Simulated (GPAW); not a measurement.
A self-consistent single point of ScOF (P2_1/c, 12 atoms in the cell) with GPAW.

Method of the run: LDA (Perdew-Wang 92)+U, GPAW PAW datasets LDA (gpaw-data 1.0.1) (plane waves; GPAW).

```xyz
12
Lattice="5.1843 0.0000 0.0000 0.0000 5.1559 0.0000 -0.8990 0.0000 5.1720" Properties=species:S:1:pos:R:3 pbc="T T T"
Sc     3.3298     2.4361     1.4882
Sc     0.9555     2.7198     3.6838
Sc     1.4050     5.0141     1.0978
Sc     2.8803     0.1418     4.0743
O      2.8098     3.8478     0.0629
O      1.4755     1.3081     5.1091
O      1.9250     1.2699     2.5231
O      2.3604     3.8861     2.6489
F      4.2980     1.6773     3.4023
F     -0.0127     3.4787     1.7697
F     -0.4622     4.2553     4.3557
F      4.7475     0.9007     0.8163
```

Reference input (self-consistent single point, DFT LDA (Perdew-Wang 92), plane waves, GPAW PAW datasets LDA (gpaw-data 1.0.1)): mode = pw; ecut = 950 eV; xc = LDA; kpts = 3 3 3; mesh shift (steps) = 0 0 0; occupations.name = fermi-dirac; occupations.width = 0 eV; nbands = -6; convergence.density = 1e-05 e/electron; convergence.bands = -4; symmetry.symmorphic = false; symmetry.tolerance = 0.0005. This run's input differs from it in these lines:

```diff
@@ -24,2 +24,3 @@
             xc='LDA',
+            setups={'Sc': ':d,4.0'},
             kpts=(3, 3, 3),
```

Log, with long lists cut:

```
     iter     time        total  log10-change:
                         energy   eigst   dens
iter:   1 --:--:--  -106.848310   +0.96
iter:   2 --:--:--  -103.983544   +0.26  -1.01
iter:   3 --:--:--   -92.013299   +0.70  -1.05
iter:   4 --:--:--   -93.619374   +0.43  -1.40
iter:   5 --:--:--   -95.917217   -0.09  -1.44
   [... 7 lines left out ...]
iter:  13 --:--:--   -94.090175   -0.42  -1.75
iter:  14 --:--:--   -94.246631   -0.33  -2.08
iter:  15 --:--:--   -94.377735   -0.79  -2.50
iter:  16 --:--:--   -94.346921   -1.18  -2.40
iter:  17 --:--:--   -94.341612c  -1.95  -2.59
iter:  18 --:--:--   -94.357798c  -2.08  -2.72
   [... lines left out ...]
iter:  50 --:--:--   -94.346004c  -5.65  -5.14c
iter:  51 --:--:--   -94.346003c  -5.84  -4.95
iter:  52 --:--:--   -94.346003c  -5.92  -5.49c
iter:  53 --:--:--   -94.346003c  -5.92  -5.69c
iter:  54 --:--:--   -94.346003c  -6.01  -5.78c
iter:  55 --:--:--   -94.346003c  -6.19  -5.55c
iter:  56 --:--:--   -94.346003c  -6.19  -5.61c
   [... 10 lines left out ...]
iter:  67 --:--:--   -94.346003c  -7.08  -6.72c
iter:  68 --:--:--   -94.346003c  -7.19  -6.95c
iter:  69 --:--:--   -94.346003c  -7.28  -7.15c
iter:  70 --:--:--   -94.346003c  -7.33  -7.06c
iter:  71 --:--:--   -94.346003c  -7.42c -7.16c
Converged after 71 iterations.

Dipole moment: (0.000000, 0.000000, -0.000000) |e|*Ang

Energy contributions relative to reference atoms: (reference = -101873.980291)

Kinetic:        +77.302629
Potential:      -90.600744
External:        +0.000000
XC:             -82.109759
Entropy (-ST):   +0.000000
Local:           +1.061871
SIC:             +0.000000
--------------------------
Free energy:    -94.346003
Extrapolated:   -94.346003

Showing only first 2 kpts
 Kpt  Band  Eigenvalues  Occupancy
  0    46      3.90595    2.00000
  0    47      3.95810    2.00000
  0    48      9.42420    0.00000
  0    49      9.65867    0.00000

  1    46      3.93518    2.00000
  1    47      3.98556    2.00000
  1    48      9.64011    0.00000
  1    49      9.70142    0.00000

Fermi level: 6.70608

Gap: 5.326 eV
Transition (v -> c):
   [... lines left out ...]
Direct gap: 5.353 eV
   [... lines left out ...]
  6 O     0.02109    0.01201    0.05416
  7 O    -0.02109   -0.01201   -0.05416
  8 F    -0.03036    0.00887   -0.06819
  9 F     0.03036   -0.00887    0.06819
 10 F     0.03036    0.00887    0.06819
 11 F    -0.03036   -0.00887   -0.06819

Stress tensor:
     0.019251     0.000000     0.002401
     0.000000     0.015565     0.000000
     0.002401     0.000000     0.016063
Stress (GPa, Voigt): [3.0843 2.4938 2.5736 0.     0.3846 0.    ]
```

The run converged in 71 iterations. GPAW prints stress with tension positive. Against the reference run the largest force moves little (0.152 to 0.156 eV/Å) and the gap on the mesh goes from 4.532 to 5.326 eV.

At such cutoffs GPAW's stress carries a finite-basis (Pulay) error, which enters relaxed cells too; its log prints stress with tension positive.

The starting cell comes from a database of computed structures (which also holds hypothetical and non-ambient phases and stackings), without a prior relaxation at this level. Spin polarisation is off. The U value is a test value.

Cost on one core of a shared machine: roughly 10 min.
